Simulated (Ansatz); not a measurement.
**MgS under a change: pressure 2.1 GPa**

The parent structure is MgS in the rock salt structure (space group Fm-3m, No. 225; a = 5.129 Å).

The change: a hydrostatic pressure of 2.1 GPa.

Computed with Ansatz (a quantum-chemistry and plane-wave program) LDA, without spin-orbit coupling. k-mesh 11×11×11 (Γ-centred); smearing 0.05 eV (Fermi–Dirac).

The volume per atom drops by 0.40 Å³ to 16.47 Å³ and the density rises by 0.07 g/cm³ to 2.84 g/cm³. The lattice parameter a falls by 0.041 Å (5.129 Å → 5.088 Å) and the shortest interatomic distance drops by 0.021 Å to 2.544 Å. The enthalpy H = E + PV relative to the base's energy amounts to +0.22 eV/atom and the band gap grows by 0.05 eV, from 2.65 eV to 2.70 eV. The gap character is still indirect, Γ → X and the smallest direct gap rises by 0.20 eV to 4.03 eV. The mean gap deformation potential ΔEg/Δln V amounts to -2.0 eV and the width of the top valence band rises by 0.07 eV, from 2.54 eV to 2.61 eV. The electron mass becomes 0.53 mₑ along k, 0.29 mₑ across (at X) (base: 0.53 mₑ along k, 0.28 mₑ across (at X)) and the hole mass (degenerate bands, along [100]) becomes 0.25, 0.87, 0.87 mₑ (at Γ) (base: 0.25, 0.89, 0.89 mₑ (at Γ)). The valley order (the lowest conduction-band minima on the path, energy above the VBM, named in the base's zone) changes from X along ⟨100⟩ 2.65 eV; Γ 3.83 eV to X along ⟨100⟩ 2.70 eV; Γ 4.03 eV.

Final structure:

```yaml
crystal:
  lattice:
    - [0.00000, 2.54407, 2.54407]
    - [2.54407, 0.00000, 2.54407]
    - [2.54407, 2.54407, 0.00000]
  atoms:
    - { symbol: Mg, position: [0.00000, 0.00000, 0.00000] }
    - { symbol: S, position: [0.50000, 0.50000, 0.50000] }
```

Load acts through the strain it causes; cell and atoms are relaxed under it. Masses are band curvatures over ±0.01 Å⁻¹ around the edge. Along k means along the line from Γ to the band edge. Whether these cells are dynamically stable was not tested.
